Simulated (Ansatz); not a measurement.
**Hypothetical rock salt BAs: pressure series**

The reference is BAs in the rock salt structure (space group Fm-3m, No. 225; a = 4.567 Å; a hypothetical phase, not in the database extracts checked).

Cell and atoms are relaxed at each pressure.

Level of theory: PBEsol in Ansatz (plane waves to 420 eV, PAW, no spin-orbit coupling).

```tsv
pressure (GPa)	volume per atom (Å³/atom)
-2	12.076
-1	11.988
0	11.904
0.3	11.879
0.7	11.846
1.5	11.782
3	?
5	11.522
7.5	11.353
```

### Question
Fit the third-order Birch–Murnaghan form P(V) = (3B₀/2)[(V₀/V)^(7/3) − (V₀/V)^(5/3)]·[1 + (3/4)(B₀′ − 4)((V₀/V)^(2/3) − 1)] (squares taken in P) to the rows shown and predict the withheld row.

### Answer
Least squares on the printed values gives V₀ = 11.904 Å³/atom, B₀ = 143 GPa, B₀′ = 4.2; this predicts 11.667 Å³/atom, and the run gives 11.667 Å³/atom, in agreement.

Load acts through the strain it causes; cell and atoms are relaxed under it. No phonon test of stability was made. Competing high-pressure phases were not computed. All final runs are without spin polarisation.

Ansatz is a quantum-chemistry and plane-wave program.
